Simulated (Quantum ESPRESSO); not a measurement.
Troubleshooting Quantum ESPRESSO: a failed run on Ta₆S (P-1, 14 atoms in the cell). The aim is a self-consistent single point with DFT, LDA (PZ), plane waves, GBRV 1.5 ultrasoft (LDA) pseudopotentials.

This input was run:

```fortran
&control
 calculation = 'scf'
 prefix = 'run'
 outdir = './tmp/'
 pseudo_dir = './'
 verbosity = 'high'
 tprnfor = .true.
 tstress = .true.
/
&system
 ibrav = 0
 nat = 14
 ntyp = 2
 ecutwfc = 40
 ecutrho = 320
 occupations = 'smearing'
 smearing = 'fermi-dirac'
 degauss = 0.0073499
/
&electrons
 conv_thr = 1.0d-10
 mixing_beta = 0.4
/
ATOMIC_SPECIES
Ta   180.9479  ta_lda_v1.uspp.F.UPF
S     32.0600  s_lda_v1.4.uspp.F.UPF
ATOMIC_POSITIONS alat
Ta   -0.2341542317    0.2991845354    0.3681575042
Ta    0.5546087425    0.3666752777    0.8726834266
S    -0.1871169865    0.0010351497    0.7221694217
S     0.5075714972    0.6648246634    0.5186715091
Ta    0.5410659306   -0.2058737877    1.0563278844
Ta   -0.2206114198    0.8717336008    0.1845130464
Ta    0.2673279939    1.0527401859    0.3820549226
Ta    0.0531265169   -0.3868803728    0.8587860082
Ta    0.5000000000    0.0000000000    0.0000000000
Ta    0.0690489400    0.6450330421    0.7311034764
Ta    0.2514055707    0.0208267710    0.5097374544
Ta    0.0000000000    0.0000000000    0.0000000000
Ta    0.0765680734    0.1855839625    1.0696048823
Ta    0.2438864374    0.4802758505    0.1712360485
K_POINTS automatic
4 3 3  0 0 0
```

Log, with long lists cut:

```
 %%%%%%%%%%%%%%%%%%%%%%%%%%%%%%%%%%%%%%%%%%%%%%%%%%%%%%%%%%%%%%%%%%%%%%%%%%%%%%
     Error in routine cell_base_init (1):
     ibrav=0: must read cell parameters
 %%%%%%%%%%%%%%%%%%%%%%%%%%%%%%%%%%%%%%%%%%%%%%%%%%%%%%%%%%%%%%%%%%%%%%%%%%%%%%

     stopping ...
```

Question: Read the log: what does the program object to, and what is the fix?

Answer: The fault is no cell vectors for a free lattice. A free lattice needs its vectors. To fix it, add the cell. The program stopped before any SCF iteration.

The sound input it was made from differs as follows (other fixes are possible):
```diff
+CELL_PARAMETERS angstrom
+   5.2430000000     0.0000000000     0.0000000000
+  -2.4634490000     7.0852960000     0.0000000000
+  -1.0994080000    -3.5941930000     6.5057290000
```

With that input, the run converged in 19 iterations: free energy E − TS -23830.7512 eV; Fermi level (on the code's own zero) 18.14 eV; pressure -7.98 GPa; largest force (vector length) 0.426 eV/Å (DFT, LDA (PZ), plane waves, GBRV 1.5 ultrasoft (LDA) pseudopotentials).

On the sound input: the starting cell comes from a database of published, mostly measured structures (it also holds non-ambient and calculated ones), without a prior relaxation at this level. Spin polarisation is off. With a pressure of about -8 GPa the cell is away from its equilibrium volume at this level.
